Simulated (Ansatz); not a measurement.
The reference is ZnS in the wurtzite structure (space group P6_3mc, No. 186; a = 3.8070 Å, c = 6.2462 Å).

Computed with DFT with r2SCAN, PAW potentials and a 500 eV plane-wave cutoff in Ansatz (an electronic-structure program), no SOC, earlier PAW set.

Before the change:

```
Item                                  Value
---------------------  --------------------
Band gap                            2.77 eV
Valence-band top at Γ  0.00, 0.00, -0.08 eV
Pressure                           0.00 GPa
```

Perturbation: an isotropic linear strain of −1.69 %; the atoms relax in the strained cell.

Task: Predict the new band gap.

Result: The band gap grows by 0.245 eV (2.77 eV → 3.02 eV).

Task: What does the calculation give for the energy relative to the base after the change?

Result: The energy grows by 13 meV/atom.

Task: How does this affect the valence-band top at Γ?

Result: The valence-band top at Γ (three highest levels, from the VBM) becomes 0.00, 0.00, -0.09 eV (base: 0.00, 0.00, -0.08 eV).

Task: Estimate the effect on the pressure.

Result: The pressure (mean of the normal stresses, compression positive) goes from zero to 4.44 GPa.

No phonon test of stability was made.
